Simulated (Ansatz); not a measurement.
Consider HfN in the rock salt structure (space group Fm-3m, No. 225; a = 4.525 Å). Axes: x, y, z lie along the cube axes.

Computed with r2SCAN (Ansatz, an electronic-structure program, PAW, no spin-orbit coupling).

Base values:

- Shortest interatomic distance: 4.276 bohr
- Pressure: 0.0 GPa

Now apply this change: tensor shear ε_xz = −1.37 % (engineering shear γ = -0.0274), atoms relaxed at fixed cell.

Problem. Predict the new energy relative to the base.

Solution. The energy goes up by 3.4 meV/atom.

Problem. How does this affect the shortest interatomic distance?

Solution. The shortest interatomic distance is still 4.276 bohr.

Problem. What does the calculation give for the pressure after the change?

Solution. The pressure (mean of the normal stresses, compression positive) hardly moves (0.0 GPa against 0.1 GPa).

Without a gap, meshes like the base's 18×18×18 leave anisotropic stresses uncertain by several tenths of a GPa, and small strain energies with them. The cells carry an imposed strain or load. Stability against distortions was not tested. The final runs are not spin-polarised. An odd electron count without spin: HfN.
